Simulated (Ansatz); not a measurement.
Abridged Ansatz (a program for electronic structure) output:

```
Relaxation: its limit of steps is 50 (relax.max_steps)
Pseudopotential: Hg, paw, valence charge 20
Pseudopotential: S, paw, valence charge 6
Crystal: 6 atoms, lattice volume = 180.705 Å³
Basis set: ecut = 420 eV, 3541 PW (Γ), exchange–correlation on 64×64×128 points (8 copies of the dense FFT grid, shifted against one another)
Bands: 47, of which v1, the nominal top of the filled ones, is band 39 counted from 1 (38 counted from 0)
Symmetry: 6 space group operations
k-points: 43 of 324 (time reversal used)
Functional: x = pbe(κ = 0.804, μ = 0.2195149727645171), c = pbe(β = 0.06672455060314922)
SCF iter   1: F=—  HF=-44154.067334 eV  |F-HF|=—  |Δ(HF+E_count)|=         —  Δρ=2.76e-2  dr2=1.42e0  ethr=3.10e-3  ⟨swp⟩=9.9  Hψ=9293  notcnv=0  defer=4
SCF iter   2: F=—  HF=-44153.802866 eV  |F-HF|=—  |Δ(HF+E_count)|=   2.64e-1  Δρ=1.47e-2  dr2=3.30e-1  ethr=1.82e-3  ⟨swp⟩=2.1  Hψ=2588  notcnv=0  defer=134
SCF 1 converged in 8 iterations: F = -44153.741706 eV  dr2 = 3.75e-8
relax step   1: F+E_penalty+E_count = -44153.74170612 eV  Δ(F+E_penalty+E_count) = +0.000e0 eV  max|allowed force component| = 4.934e-1 eV/Å  Δτ_max = 0.0000 Å  P = -1.912 GPa  Ω = 180.705 Å³  fix = [a, b, gamma]  reactions: a -1.966, b -1.966 GPa  (8 SCF iters, dr2 threshold 1.00e-7 eV, accepted)
[... steps on the carried basis left out ...]
relax step   6: F+E_penalty+E_count = -44153.79393521 eV  Δ(F+E_penalty+E_count) = +6.687e-6 eV  max|allowed force component| = 2.747e-4 eV/Å  Δτ_max = 0.0005 Å  P = -0.299 GPa  Ω = 183.129 Å³  energy of the carried Pulay correction = -4.499e-4 eV  fix = [a, b, gamma]  reactions: a -0.450, b -0.450 GPa  (5 SCF iters, dr2 threshold 7.28e-10 eV, accepted)
Crystal: 6 atoms, lattice volume = 183.129 Å³
Basis set: ecut = 420 eV, 3603 PW (Γ), exchange–correlation on 64×64×144 points (8 copies of the dense FFT grid, shifted against one another)
SCF iter   1: F=—  HF=-44153.792490 eV  |F-HF|=—  |Δ(HF+E_count)|=         —  Δρ=1.60e-4  dr2=1.26e-6  ethr=1.29e-6  ⟨swp⟩=3.1  Hψ=14789  notcnv=0
SCF iter   2: F=—  HF=-44153.793969 eV  |F-HF|=—  |Δ(HF+E_count)|=   1.48e-3  Δρ=8.10e-5  dr2=3.07e-7  ethr=1.62e-9  ⟨swp⟩=2.7  Hψ=3574  notcnv=0
SCF 7 converged in 8 iterations: F = -44153.794417 eV  dr2 = 1.18e-13
SCF converged after 8 iterations
Free energy (F): -44153.794417 eV
Internal energy: -44153.794417 eV  (E = F + TS)
E sigma→0 (E₀):  -44153.794417 eV
Fermi energy:    6.296995 eV
--- Forces (eV/Å), atoms counted from 1 ---
  atom   1  Hg    -0.00013966     0.00024190    -0.00000000
  atom   2  Hg    -0.00013966    -0.00024190     0.00000000
  atom   3  Hg     0.00027933     0.00000000    -0.00000000
  atom   4  S      0.00001862    -0.00003225     0.00000000
  atom   5  S      0.00001862     0.00003225    -0.00000000
  atom   6  S     -0.00003723     0.00000000     0.00000000
--- Stress (GPa, compression-positive) ---
       -0.450444      -0.000000       0.000000
       -0.000000      -0.450444       0.000000
        0.000000       0.000000       0.003724
  P = ⅓ Tr σ = -0.2991 GPa (-2.991 kbar)
--- Relaxed structure (6 steps of the walk, 6 accepted, 1 SCFs on fresh bases) ---
  cell:  # Å, volume = 183.1286 Å³
    - [4.680247008795999, 7.798001935195275e-99, 4.645079571032935e-18]
    - [2.3401235043979995, 4.053212805603466, 2.3225397855164693e-18]
    - [9.454258149527342e-18, 4.759389293160773e-33, 9.653569982837828]
  atoms:
    - { symbol: Hg, position: [0.7848075480776068, 0.21519245192239306, 0.6666666666666666] }
    - { symbol: Hg, position: [-5.618449590243715e-17, 0.7848075480776069, 0.33333333333333337] }
    - { symbol: Hg, position: [0.21519245192239309, -1.426624227229167e-19, -5.5739427609755015e-19] }
    - { symbol: S, position: [0.42730569069067215, 0.5726943093093277, 0.16666666666666666] }
    - { symbol: S, position: [2.607221393768059e-17, 0.42730569069067215, 0.8333333333333331] }
    - { symbol: S, position: [0.5726943093093279, -1.4266242272291273e-19, 0.49999999999999994] }
```

Q: What was computed, and what are the main results?

A: HgS, 6 atoms in the cell, with PBE (Ansatz, PAW, spin-orbit coupling left out), earlier PAW set. The last SCF converged to F = -44153.794417 eV, or -7358.9657 eV per atom, at a pressure of -0.30 GPa. The total energy compares only with runs of the same code, potentials and settings.

With Hg present, leaving out spin-orbit coupling can change the band edges. The cells carry an imposed strain or load. Stability against distortions was not tested. The cell was made from HgS (space group P3_221, No. 154; made of chains) by this change: biaxial strain +4.78 %, plane normal [001], relaxed out of plane. No dispersion term is included, though the crystal is made of layers, chains or molecules, so its spacings can come out too wide.

Keys are those of Ansatz 0.2.
